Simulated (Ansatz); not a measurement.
Functionals compared on a constructed model of the (111) surface of germanium, 2x2 Ge adatom at T1 (bottom of the slab: 4 H on 4 bottom sites), in Ansatz (plane waves, PAW). The structure was relaxed with PBE; the other rows are single points on it. Cutoff 420 eV (500 eV for r2SCAN).

Slab: 37 atoms, 14.9 Å thick at the start with caps and adatoms; k 4x4x1, smearing 0.025 eV, dipole-corrected; 8 atoms held, the rest relaxed; symmetry of the start imposed; no spin (in PBE a spin-polarised start ends no clearly lower), no spin-orbit, no U. The slab shows no gap on its mesh. In PBE it lies 0.52 eV a 1x1 cell over the lowest computed structure of the same composition (2x2 Ge adatom at T4). These notes are the PBE run's.

| functional | work function of the top face (eV) | rough cost of the single point |
|---|---|---|
| PBE | 4.55 | – |
| r2SCAN | ? | very roughly 7 core-minutes |

Question: Some entries are withheld; supply them.

Answer: 
- r2SCAN, work function of the top face (eV): 4.69

Ansatz is a first-principles code.
